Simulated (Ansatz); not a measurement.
Worked calculations on one periodic cell of amorphous Si24O47F2: Si24O47F2, 73 atoms, volume 1192.3 Å³, made by a melt-quench on the CHGNet potential and relaxed with DFT. O and F atoms were pushed apart under 1.9 Å during the dynamics, to hinder bonds among them. It is a model cell: composition and starting density were chosen by hand, and all elements were melted together. Cycles of charging were run to anneal it. These are PBE, scalar-relativistic without spin-orbit coupling (plane waves to 420 eV, PAW; Ansatz, a program for electronic structure) values and carry that method's errors. Sampling: a 2×2×2 Γ-centred mesh; Fermi-Dirac width 0.02 eV; no spin polarisation. Its volume was held where the quench left it, its shape was held as a cube, and it stands at a mean pressure of -4.0 GPa with stress components up to 7.0 GPa; the relaxation ran on the zone centre alone. Its density went from a set 2.04 to 2.04 g/cm³. The cell is small and was quenched far faster than a real film, so it is one sample of the glass.

Count formal charges (Si +4, O -2, F -1). What does the count lead one to expect at the Fermi level, and what does the calculation give?

24 × (+4) + 47 × (-2) + 2 × (-1) = 0. The charges balance, so the anion-derived valence states can be full and a gap can open. On this mesh the highest filled and lowest empty level lie 4.78 eV apart, the PBE gap of this cell.

Four energies for an added electron at PBE on the zone centre alone (charged cells in a uniform background, spin-polarised): neutral at the neutral geometry -43620.284 eV; charged at the neutral geometry -43615.133 eV; charged and relaxed -43615.337 eV; neutral at the charged geometry -43618.330 eV.

Find the two relaxation energies and their sum, the reorganisation energy.

On charging: -43615.133 − (-43615.337) = 0.204 eV. On discharging: -43618.330 − (-43620.284) = 1.954 eV. The sum is 2.158 eV. The carrier's level spreads over 4 of the 73 atoms' worth, so it counts as localised, most on one Si atom with neighbours O 1.62 Å, O 1.66 Å, O 1.70 Å, O 1.73 Å (neutral geometry). The values are uncorrected: the image energy of a point charge in this cell, 2.84 × 14.40 / (2 × 10.6) = 1.9 eV before screening, is screened by electrons alone at the fixed geometry and by ions too after relaxing, and the carrier can be spread before it relaxes, so each term can be off by up to that value times 1/ε∞, some tenths of an eV. PBE's self-interaction favours spread-out carriers, so a hybrid can localise more.
